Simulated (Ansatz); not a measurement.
For PtS₂ (model structure, started from the anatase type, I4₁/amd, No. 141, 6 atoms in the cell), PBEsol (plane waves, PAW; Ansatz, a quantum-chemistry and plane-wave program) gives:

| Quantity | Value |
|---|---|
| lattice parameter a | 4.653 Å |
| lattice parameter c | 11.727 Å |

What does PBE-D3(BJ) in Ansatz (plane waves, PAW) give for the same quantities?


- lattice constant a: 4.699 Å (increases by 1.0 %)
- lattice parameter c: 11.544 Å (falls by 1.6 %)

Changes are worked out from the printed values.

Unless a cell is named, each level is at its own relaxed cell (PBEsol 21.16, PBE-D3(BJ) 21.24 Å³/atom).

Levels without +SOC leave out spin–orbit coupling, which shifts energies and cells of such heavy elements.

Ansatz's density-functional and Hartree–Fock values are scalar-relativistic unless marked +SOC, with PAW data made under PBE.

A model structure was made by putting elements into a prototype or built by hand; it is no filed structure, need not be a known phase, and can be a saddle point held by its symmetry.
